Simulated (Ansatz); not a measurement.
## Effect of biaxial strain −1.99 %, plane normal [001], relaxed out of plane on NiGe

The parent structure is NiGe (space group Pnma, No. 62; a = 5.4074 Å, b = 3.4734 Å, c = 5.8467 Å; non-magnetic). Axes: x, y, z lie along a, b, c of the conventional cell.

Now apply this change: biaxial strain −1.99 %, plane normal [001], relaxed out of plane (Cartesian); in-plane vectors clamped, the third vector and the atoms free.

All numbers come from PBE/PAW in Ansatz (a program for electronic structure), spin-orbit coupling left out. Γ-centred 13×9×8 mesh, Fermi–Dirac width 0.05 eV, for the changed cell.

```json
[
 {"quantity": "space group", "base": "Pnma (No. 62)", "changed": "Pnma (No. 62)", "shift": "–"},
 {"quantity": "shortest interatomic distance", "base": "2.354 Å", "changed": "2.343 Å", "shift": "-0.011 Å"},
 {"quantity": "pressure (mean of the normal stresses, compression positive)", "base": "0.0 GPa", "changed": "3.0 GPa", "shift": "+3.0 GPa"},
 {"quantity": "band gap", "base": "zero", "changed": "zero", "shift": "–"},
 {"quantity": "out-of-plane strain (rough)", "base": "–", "changed": "+2.39 %", "shift": "–"},
 {"quantity": "mean in-plane stress (compression positive) (rough)", "base": "–", "changed": "+4.4 GPa", "shift": "–"}
]
```

Final structure (turned so that z lies along the plane normal):

```
CELL_PARAMETERS angstrom
      3.40432     0.00000     0.00000
      0.00000     5.29981     0.00000
      0.00000     0.00000     5.98646
ATOMIC_POSITIONS crystal
  Ni 0.25000 0.49513 0.69290
  Ni 0.25000 0.99513 0.80710
  Ni 0.75000 0.50487 0.30710
  Ni 0.75000 0.00487 0.19290
  Ge 0.25000 0.30929 0.08257
  Ge 0.25000 0.80929 0.41743
  Ge 0.75000 0.69071 0.91743
  Ge 0.75000 0.19071 0.58257
```

Without a gap, meshes like the base's 9×13×8 leave anisotropic stresses uncertain by several tenths of a GPa, and small strain energies with them. Whether these cells are dynamically stable was not tested. Seeded moments were not kept for the base. All final runs are without spin polarisation.
